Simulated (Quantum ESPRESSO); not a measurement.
Worked example: relaxation of the atoms of ZrOs (P4mm, 2 atoms in the cell) in Quantum ESPRESSO.

Computed with LDA (PZ), GBRV 1.5 ultrasoft (LDA) pseudopotentials (plane waves; Quantum ESPRESSO).

This input was run:

```fortran
&control
    calculation = 'relax'
    outdir = './out'
    pseudo_dir = './'
    verbosity = 'high'
    forc_conv_thr = 1.9e-04
/
&system
    ibrav = 6
    A = 3.28631900
    C = 3.28631900
    nat = 2
    ntyp = 2
    ecutwfc = 40
    ecutrho = 320
    occupations = 'smearing'
    smearing = 'gauss'
    degauss = 0.0073499
/
&electrons
    conv_thr = 1.0e-11
/
&ions
/
ATOMIC_SPECIES
Zr    91.2240  zr_lda_v1.uspp.F.UPF
Os   190.2300  os_lda_v1.2.uspp.F.UPF
ATOMIC_POSITIONS crystal
Zr    0.50000000    0.50000000    0.54564400
Os    0.00000000    0.00000000    0.00000000
K_POINTS automatic
8 8 8  0 0 0
```

Output (repeated stretches shortened):

```
     Self-consistent Calculation

     iteration #  1     ecut=    40.00 Ry     beta= 0.70

---- Real-time Memory Report at c_bands before calling an iterative solver
           254 MiB given to the printing process from OS
            49 MiB allocation reported by mallinfo(arena+hblkhd)
------------------

     Threshold (ethr) on eigenvalues was too large:
     Diagonalizing with lowered threshold

---- Real-time Memory Report at c_bands before calling an iterative solver
           278 MiB given to the printing process from OS
            59 MiB allocation reported by mallinfo(arena+hblkhd)
------------------

   [... lines left out ...]
           281 MiB given to the printing process from OS
            62 MiB allocation reported by mallinfo(arena+hblkhd)
------------------

     negative rho (up, down):  2.182E-01 0.000E+00

     total energy              =    -298.14666523 Ry
     estimated scf accuracy    <          8.9E-10 Ry

     iteration # 10     ecut=    40.00 Ry     beta= 0.70

---- Real-time Memory Report at c_bands before calling an iterative solver
           281 MiB given to the printing process from OS
            62 MiB allocation reported by mallinfo(arena+hblkhd)
------------------

     negative rho (up, down):  2.181E-01 0.000E+00
     End of self-consistent calculation

     the Fermi energy is    19.5088 ev

!    total energy              =    -298.14666523 Ry
     estimated scf accuracy    <          8.2E-12 Ry
     smearing contrib. (-TS)   =      -0.00022468 Ry
     internal energy E=F+TS    =    -298.14644055 Ry

     convergence has been achieved in  10 iterations

     negative rho (up, down):  2.181E-01 0.000E+00

     Forces acting on atoms (cartesian axes, Ry/au):

     atom    1 type  1   force =     0.00000000    0.00000000   -0.03840265
     atom    2 type  2   force =     0.00000000    0.00000000    0.03840265

     Total force =     0.054310     Total SCF correction =     0.000003

     BFGS Geometry Optimization
     Energy error            =      2.9E-03 Ry
     Gradient error          =      3.8E-02 Ry/Bohr

   [... lines left out ...]
     the Fermi energy is    19.4376 ev
!    total energy              =    -298.15204438 Ry
     Total force =     0.000004     Total SCF correction =     0.000001
     bfgs converged in   5 scf cycles and   4 bfgs steps
   [... lines left out ...]
     (criteria: energy <  1.0E-04 Ry, force <  1.9E-04 Ry/Bohr)

     End of BFGS Geometry Optimization

     Final energy             =    -298.1520443834 Ry

     File ./out/pwscf.bfgs deleted, as requested
Begin final coordinates

ATOMIC_POSITIONS (crystal)
Zr               0.5000000000        0.5000000000        0.5228233935
Os               0.0000000000        0.0000000000        0.0228206065
End final coordinates

   JOB DONE.
```

The run converged.  The full log also holds: “SCF correction compared to forces is large: reduce conv_thr to get better values”.

Summary of the result:
| Item | Result |
|---|---|
| Free energy E − TS | -4056.5652 eV |
| Fermi level (on the code's own zero) | 19.44 eV |
| Relaxation steps | 4 |

The starting cell comes from a database of computed structures (which also holds hypothetical and non-ambient phases and stackings), without a prior relaxation at this level. Its lattice was rescaled by up to half a per cent. For this run, on top of that: one atom moved by 0.15 angstrom. Spin polarisation is off. The relaxation keeps the symmetry of its start, so its end need not be a minimum.

Cost on one core of a shared machine: roughly 3 min.
